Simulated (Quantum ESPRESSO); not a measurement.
# Relaxation of cell and atoms of SrSi (Pm-3m, 2 atoms in the cell) at several settings

```xyz
2
Lattice="3.8034 0.0000 0.0000 0.0000 3.8034 0.0000 0.0000 0.0000 3.8034" Properties=species:S:1:pos:R:3 pbc="T T T"
Sr     0.0000     0.0000     0.0000
Si     1.9017     1.9017     1.9017
```

Base: LDA (PZ), PSlibrary PAW (LDA) pseudopotentials (Quantum ESPRESSO). Its settings: ecutwfc = 50 Ry; ecutrho = 350 Ry; occupations = smearing; smearing = marzari-vanderbilt; degauss = 0.0099958 Ry; potentials = {Sr: Sr.pz-spn-kjpaw_psl.1.0.0.UPF, Si: Si.pz-n-kjpaw_psl.1.0.0.UPF}; K_POINTS = automatic 6 6 6 1 1 1; conv_thr = 1e-09 Ry; mixing_beta = 0.3. Starting volume 27.51 Å³ per atom.

Each line gives the change from the base single point and the result:

- calculation: scf → vc-relax; tprnfor: true → default; tstress: true → default; pseudopotentials: {Sr: Sr.pz-spn-kjpaw_psl.1.0.0.UPF, Si: Si.pz-n-kjpaw_psl.1.0.0.UPF} → {Sr: Sr.pbe-spn-kjpaw_psl.1.0.0.UPF, Si: Si.pbe-n-kjpaw_psl.1.0.0.UPF}; input_dft: default → pbesol [DFT, PBEsol, plane waves, PSlibrary PAW (PBE) pseudopotentials]: pressure 0.00 GPa; final cell a = 3.7684 Å, b = 3.7684 Å, c = 3.7684 Å, α = 90.00°, β = 90.00°, γ = 90.00°; final volume per atom 26.76 Å³; relaxation steps 4.
- calculation: scf → vc-relax; tprnfor: true → default; tstress: true → default: pressure 0.01 GPa; final cell a = 3.7216 Å, b = 3.7216 Å, c = 3.7216 Å, α = 90.00°, β = 90.00°, γ = 90.00°; final volume per atom 25.77 Å³; relaxation steps 4; free energy against the base single point -13.1 meV/atom.

The starting cell comes from a database of computed structures (which also holds hypothetical and non-ambient phases and stackings), without a prior relaxation at this level.
